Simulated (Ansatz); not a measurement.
## How far PBE and r2SCAN part for Be, pressure 5 GPa

Base system: Be in the hcp (Mg type) structure (space group P6_3/mmc, No. 194; a = 2.2647 Å, c = 3.5612 Å).

(Cell as relaxed with PBE.)

Levels (all Ansatz, a quantum-chemistry and plane-wave program, PAW): PBE (420 eV, without spin-orbit coupling); r2SCAN (500 eV, no spin-orbit coupling).

Each level relaxes its own structure.

```tsv
base	PBE	r2SCAN
volume per atom	7.91 Å³	7.91 Å³
lattice parameter a	2.265 Å	2.264 Å
band gap	zero	zero
```

It is then changed as follows: a hydrostatic pressure of 5 GPa.

```json
[
 {"quantity": "c/a ratio", "PBE": "1.575", "r2SCAN": "___"},
 {"quantity": "volume per atom", "PBE": "7.61 Å³", "r2SCAN": "___"}
]
```

Problem. Predict the r2SCAN column.

Solution. 
- c/a ratio, r2SCAN: 1.577
- volume per atom, r2SCAN: 7.61 Å³

The two agree on the volume per atom. Neither level is exact; r2SCAN is the comparison here, not a measurement.

Load acts through the strain it causes; cell and atoms are relaxed under it. No phonon test of stability was made. Competing high-pressure phases were not computed.
